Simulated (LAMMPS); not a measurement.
System: a free-standing liquid film of CuAu, 2400 atoms, at 1380 K.

Level of theory: classical MD, pair style eam, the elements' _u3.eam files (universal-3 set of Foiles, Baskes and Daw) (LAMMPS).

```csv
z (Å),"number density (Å⁻³), Au","number density (Å⁻³), Cu"
-25.55,0.0000,0.0000
-24.55,0.0007,0.0003
-23.55,0.0088,0.0037
-22.54,0.0296,0.0147
-21.54,0.0377,0.0266
-20.54,0.0284,0.0359
-19.54,0.0280,0.0378
-18.54,0.0307,0.0309
-17.53,0.0317,0.0310
-16.53,0.0315,0.0299
-15.53,0.0318,0.0304
-14.53,0.0312,0.0308
-13.53,0.0310,0.0315
-12.52,0.0322,0.0303
-11.52,0.0314,0.0301
-10.52,0.0314,0.0318
-9.520,0.0311,0.0303
-8.520,0.0316,0.0311
-7.510,0.0311,0.0306
-6.510,0.0315,0.0311
-5.510,0.0308,0.0309
-4.510,0.0309,0.0316
-3.510,0.0314,0.0307
-2.500,0.0313,0.0311
-1.500,0.0316,0.0303
-0.5000,0.0323,0.0301
0.5000,0.0316,0.0301
1.500,0.0307,0.0312
2.500,0.0315,0.0314
3.510,0.0317,0.0307
4.510,0.0303,0.0318
5.510,0.0309,0.0316
6.510,0.0309,0.0313
7.510,0.0312,0.0311
8.520,0.0322,0.0299
9.520,0.0309,0.0311
10.52,0.0300,0.0327
11.52,0.0309,0.0314
12.52,0.0311,0.0316
13.53,0.0298,0.0323
14.53,0.0306,0.0333
15.53,0.0291,0.0324
16.53,0.0290,0.0348
17.53,0.0279,0.0353
18.54,0.0265,0.0389
19.54,0.0261,0.0402
20.54,0.0319,0.0323
21.54,0.0345,0.0204
22.54,0.0165,0.0076
23.55,0.0027,0.0012
24.55,0.0001,0.0001
25.55,0.0000,0.0000
```

Read from the full data:
- number density in the middle: 0.0622 Å⁻³
